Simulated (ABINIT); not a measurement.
Band structure of BaHfO₃ (Pm-3m, 5 atoms in the cell).

```yaml
crystal:
  lattice:
    - [4.12246, 0.00000, 0.00000]
    - [0.00000, 4.12246, 0.00000]
    - [0.00000, 0.00000, 4.12246]
  atoms:
    - { symbol: Ba, position: [0.00000, 0.00000, 0.00000] }
    - { symbol: Hf, position: [0.50000, 0.50000, 0.50000] }
    - { symbol: O, position: [0.50000, 0.00000, 0.50000] }
    - { symbol: O, position: [0.00000, 0.50000, 0.50000] }
    - { symbol: O, position: [0.50000, 0.50000, 0.00000] }
```

Method of the run: PBE, PAW (JTH v2.0 PBE PAW) (plane waves; ABINIT).

Settings: pseudos = [Ba.GGA_PBE-JTH.xml, Hf.GGA_PBE-JTH.xml, O.GGA_PBE-JTH.xml]; ecut = 24 Ha; pawecutdg = 48 Ha; pawxcdev = 0; occopt = 3; tsmear = 0.00073499 Ha; ngkpt = 6 6 6; nshiftk = 1; shiftk = 0 0 0; potentials = JTH v2.0 PBE PAW; kptopt = 1; nstep = 60; tolvrs1 = 1e-10.

The starting cell has typed, rounded lattice constants, without a prior relaxation at this level. Its lattice was rescaled by a random factor within 2.5 % of one. Spin-orbit coupling is off.

### Question
Predict the gap along the standard path and the places of the band edges.

### Answer
The gap along the path is 3.67 eV, from R to Γ; the smallest direct gap on it is 3.82 eV.

Levels in eV from the top of the valence band on the SCF mesh, bands 17 to 24:
| point | 17 | 18 | 19 | 20 | 21 | 22 | 23 | 24 |
|---|---|---|---|---|---|---|---|---|
| Γ | -1.03 | -0.16 | -0.16 | -0.16 | 3.67 | 3.67 | 3.67 | 4.75 |
| X | -1.77 | -1.77 | -0.46 | -0.46 | 4.27 | 6.63 | 6.63 | 6.65 |
| M | -0.92 | -0.91 | -0.91 | -0.08 | 6.51 | 6.51 | 6.84 | 7.11 |
| R | -2.53 | 0.00 | 0.00 | 0.00 | 6.20 | 6.20 | 6.20 | 8.19 |
